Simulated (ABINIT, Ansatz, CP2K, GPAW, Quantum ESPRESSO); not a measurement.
# ZrAs (P6_3/mmc, 8 atoms in the cell) computed with different codes at matched settings

Self-consistent single point.

```
ZrAs
1.0
    3.87005     0.00000     0.00000
   -1.93502     3.35156     0.00000
    0.00000     0.00000    13.02050
Zr As
4 4
Cartesian
  0.00000   2.23438   1.51741
  1.93503   1.11719  11.50309
  1.93503   1.11719   8.02766
  0.00000   2.23438   4.99284
  0.00000   0.00000   0.00000
  0.00000   0.00000   6.51025
  0.00000   2.23438   9.76537
  1.93503   1.11719   3.25512
```

All programs got the same cell, k-point mesh and kind of occupations (in Ansatz's words: kpoints.mp_grid.grid = 5 5 2; scf.occupations.method = gaussian; scf.occupations.width = 0.0073 Ry); potentials, basis and cutoffs are each program's usual ones.

| code | model | pressure (GPa) | largest force (eV/Å) | k-points | cutoff |
|---|---|---|---|---|---|
| CP2K | PBEsol, GPW, DZVP-MOLOPT-SR-GTH basis, GTH-PBE potentials (GTH_POTENTIALS) | -5.38 | 0.186 | 26 | grid 500 Ry |
| GPAW | PBEsol, GPAW PAW datasets PBEsol (made by gpaw-setup) | -7.08 | 0.185 | 10 | 600 eV |
| Quantum ESPRESSO | PBEsol, SSSP 1.1.2 efficiency (PBE) pseudopotentials | -6.52 | 0.187 | 10 | 40 Ry |
| ABINIT | PBEsol, norm-conserving pseudopotentials (PseudoDojo nc-sr-04 PBEsol standard) | -6.84 | 0.183 | 10 | 42 Ha |
| Ansatz | PBEsol, PAW files made with PBE | -6.89 | 0.183 | 10 | 30.9 Ry |

The spread over the programs that give each value: pressure within 1.70 GPa; largest force within 0.004 eV/Å.

The starting cell comes from a database of computed structures (which also holds hypothetical and non-ambient phases and stackings), without a prior relaxation at this level. Its lattice was rescaled by a random factor within 2.5 % of one. On Ansatz's run: In the base run, with a pressure of about -7 GPa the cell is away from its equilibrium volume at this level.

Q: Why do the programs differ, and what cannot be compared?

A: Differences of this kind can come from the potentials, where these differ, and from what each basis and cutoff leave unconverged. The valence holds different numbers of electrons (CP2K 68, GPAW 68, Quantum ESPRESSO 68, ABINIT 108, Ansatz (a first-principles code) 108). The zero of total energies and Fermi levels follows the potentials and each program's conventions, so they are not compared here. CP2K uses small atom-centred bases, whose incompleteness enters pressures, forces and empty levels differently from a plane-wave cutoff. Ansatz's pressure is given at a fixed set of plane waves, as the other plane-wave codes print theirs. Ansatz's smearing width was typed in Ry to four decimals, so it matches the others to a few per cent. The programs reduce the same mesh by symmetry to different extents, which changes the work and not the result. In the pressure, CP2K (by 1.48) lies more than 1 GPa from the median of the plane-wave programs.

Left out of this page: Elk and FLEUR (not drawn, or without a comparable value).

Keys are those of Ansatz 0.2.
